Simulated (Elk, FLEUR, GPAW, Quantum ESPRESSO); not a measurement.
Code comparison for GdTl (Pm-3m, 2 atoms in the cell)

Self-consistent single point, at a second geometry (lattice scaled by 0.98). First geometry:

```
GdTl
1.0
    3.81356     0.00000     0.00000
    0.00000     3.81356     0.00000
    0.00000     0.00000     3.81356
Gd Tl
1 1
Cartesian
  0.00000   0.00000   0.00000
  1.90678   1.90678   1.90678
```
Moments meant for the start (each program seeds them in its own way; μB, in the order of the atoms Gd Tl): 7.0 0.0.

Shared settings, as Quantum ESPRESSO writes them: occupations = smearing; smearing = fd; degauss = 0.0099958 Ry; nspin = 2; K_POINTS = automatic 9 9 9 0 0 0. Potentials and cutoffs stand in the table.

| code | model | ΔF from the first geometry (meV/atom) | size of the net moment (μB/atom) | cutoff |
|---|---|---|---|---|
| FLEUR | LDA (Perdew-Zunger), all-electron FLAPW (FLEUR), scalar-relativistic valence | -16.5 | 3.55 | Kmax 3.8 1/bohr |
| Quantum ESPRESSO | LDA (PZ), SSSP 1.1.2 efficiency (PBE) pseudopotentials | -18.2 | 3.57 | 50 Ry |
| Elk | LDA (PW92), all-electron FP-LAPW, Elk's shipped species files, APW+lo basis with extra local orbitals | -22.2 | 3.55 | rgkmax 8 |
| GPAW | LDA (Perdew-Wang 92), GPAW PAW datasets LDA (gpaw-data 1.0.1) | -21.7 | 3.58 | 800 eV |

On FLEUR's run: spin-orbit coupling is off. With one magnetic atom in the cell only a parallel order is possible. With U or open f shells several self-consistent states can exist. The f electrons are in the valence without U or exact exchange, which can misplace them near the Fermi level. Spin-orbit terms, which matter for f shells, are left out.

The spread over the programs that give each value: ΔF from the first geometry within 5.7 meV/atom; size of the net moment within 0.03 μB/atom.

FLEUR and Elk treat all electrons, but the usual bases taken here (sphere radii, linearisation, local orbitals, empty states) were not tested for convergence, so the values are no reference for the others. The same LDA comes in different parametrisations, which differ slightly.

The starting cell comes from a database of computed structures (which also holds hypothetical and non-ambient phases and stackings), without a prior relaxation at this level. For this run, on top of that: lattice scaled by 0.98.

Left out of this page: Ansatz (with a known weakness of the program).
